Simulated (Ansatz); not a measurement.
**TiO2: axis ratio against pressure**

TiO2 (anatase, I4_1/amd, 11.017 Å³/atom and stress up to 0.01 GPa in the relaxed cell, c along z) under hydrostatic pressure, with the cell free. LDA in Ansatz, a plane-wave DFT program (PAW, default set), 420 eV, 12×12×12 Γ-centred mesh, Fermi-Dirac smearing 0.05 eV; ions are relaxed, or left where forces stay under 0.02 eV/Å, within the symmetry of each cell.

Here P stands for pressure and y for c/a.

| pressure (GPa) | c/a |
|---|---|
| -2.0 | 2.544 |
| -1.0 | 2.536 |
| 0.0 | 2.529 |
| 0.9 | 2.522 |
| 2.1 | 2.512 |
| 4.5 | 2.492 |
| 15.0 | ? |

Fit y of the 6 rows that show it with a straight line. Means: P 0.75000, y 2.5225. About the means, the sum of products is -0.21625 and the sum of squares of P is 27.095; the slope is their ratio. Least squares gives y = 2.5285 - 0.00798·P. Residuals (row less fit): -0.0005, -0.0005, 0.0005, 0.0007, 0.0003, -0.0006; standard error 0.0006 (degrees of freedom: 4).

Q: What does the fit predict for y at P = 15.0, and how far is the calculated value from it?

A: y = 2.5285 - 0.00798 × 15.0 = 2.4088. The calculation gives 2.399, 0.0098 below the prediction (6.8 % of the range of y in the table). The row lies outside the fitted rows, so this is an extrapolation. From the scatter of the fitted rows alone, a prediction at this place has a standard error of 0.0018, so the miss is 5.4 times that.

A polynomial of degree 2 through the 7 other runs of the series gives 2.394 there. The primitive cell can neither tilt nor turn polar against its symmetry, as such crystals can under strain. Other structures, which can take over under pressure, weren't tried. TiO2 is here one of several forms; rutile is the usual stable one. Rows are the converged runs of the series near zero and its far end, less any whose ions stayed unrelaxed beside relaxed ones; series whose fitted rows scatter by over a few per cent of the range, as at a crossing or softening among them, aren't shown in this form. Most that stay on the fit to the last digits aren't either.
